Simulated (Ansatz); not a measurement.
A computed series for TiB2: point defects

Base system: a 12-atom supercell of TiB$_{2}$ (space group P6/mmm, No. 191; a = 3.032 Å, c = 3.224 Å) at its relaxed geometry.

One neutral defect a cell, atoms relaxed at fixed cell.

Calculations: PBE, PAW, 420 eV (Ansatz, a first-principles code; without spin-orbit coupling), earlier PAW set.

| variant | largest displacement of a host atom from its site in the perfect cell | pressure |
|---|---|---|
| perfect supercell | – | 0.0 GPa |
| B on a Ti site (antisite), symmetric start | 0.02 Å | -7.2 GPa |
| B interstitial (started 1.54 Å from the nearest host atom), symmetric start | 0.33 Å | 24.2 GPa |
| In on a B site | 0.24 Å | 50.3 GPa |
| Hf on a Ti site, symmetric start | 0.03 Å | 11.7 GPa |
| B vacancy, symmetric start | 0.03 Å | -1.0 GPa |

The cell is small, so the values are those of an ordered compound at a high defect concentration; dilute-limit values will differ. Defects with a symmetric start kept the site's symmetry and may sit on a saddle; the others started slightly shaken. All final runs are without spin polarisation.
